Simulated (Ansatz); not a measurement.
Consider the following.

End structure of a constructed model of the (0001) surface of hcp Hf, a layer of V in place of the second plane (bottom of the slab: a bare face, its two planes held):

```
CELL_PARAMETERS angstrom
      3.20485     0.00000     0.00000
     -1.60243     2.77549     0.00000
      0.00000     0.00000    28.50000
ATOMIC_POSITIONS crystal
  Hf 0.66667 0.33333 0.28238
  Hf 0.33333 0.66667 0.37128
  Hf 0.66667 0.33333 0.46129
  Hf 0.33333 0.66667 0.55032
  V  0.66667 0.33333 0.62714
  Hf 0.33333 0.66667 0.69856
```

Slab: 6 atoms, 12.4 Å thick at the start; k 13x13x1, smearing 0.1 eV, dipole-corrected; 2 atoms held, the rest relaxed; start symmetry kept, larger cells not searched; spin-polarised, ending with about 0.8 μB a cell; orders that need a larger cell were not tried, no spin-orbit, no U. It is one candidate, not shown to be the stable structure of the face.

Question: Estimate the work function of the top face that PBE in Ansatz (an electronic-structure program) returns for this input.

Answer: 4.06 eV
